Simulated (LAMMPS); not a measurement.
LAMMPS 22 Jul 2025, classical MD, EAM (NiAlH_jea.eam.alloy): NiAl, 54000 atoms.

task: MD, nve
potential: EAM, NiAlH_jea.eam.alloy
copies of the repeat unit: 30×30×30
shape (slab and sphere leave vacuum in the box): bulk
temperature: 800 K
steps: 800
timestep: 2 fs
thermo: 100
atom_modify sort (bins of 2 Å where set): 1000 (default)
comm_style: brick (default)
box: 86.6 × 86.6 × 86.6 Å
start: generated B2 lattice, warmed in an untimed run
compared values: energy and forces of the first step, drift over the run

It runs on a single node (Arm Neoverse V2, 96 cores on 1 socket, no SMT, 1 L3 cache group; 94 cores' worth of CPU time may be used).

Each time is the median wall time of two to five repeats, run one at a time on the otherwise empty machine; start-up is included. Processes are pinned to neighbouring cores unless said otherwise. Build: PyPI wheel: MPICH, OPENMP and OPT packages. Other compilers and libraries give other times. Scratch files lie in a memory file system. A preparatory run goes ahead and isn't timed.

All on 32 ranks. Base settings, kept where nothing else is said: skin = 2 Å, neigh_modify = every 1 delay 0 check yes, newton = on (default). The candidates, on 32 cores each, agree within 1.0 meV/atom in energy, 10 meV/Å in forces on 48 atoms, 0.20 meV an atom in drift of the total energy:
A. the base settings
B. neigh_modify = every 1 delay 0 check no
C. newton = off
D. skin = 0.2 Å

Problem. Pick the fastest of these ways to run it.

Solution. D (skin = 0.2 Å), 1.7 s. At the other end B takes 2.8× as long.

| candidate | wall time | repeats | neighbour list builds |
|---|---|---|---|
| D | 1.7 s | 3 runs within 1 % | 309 |
| A | 2.1 s | 3 runs within 1 % | 12 |
| C | 2.5 s | 3 runs within 1 % | 12 |
| B | 4.7 s | 3 runs within 1 % | 800 |

From the slowest to the fastest: List entries an atom go from 81 to 31, Neigh from 2.4 to 0.41 s and Pair from 1.8 to 0.97 s.
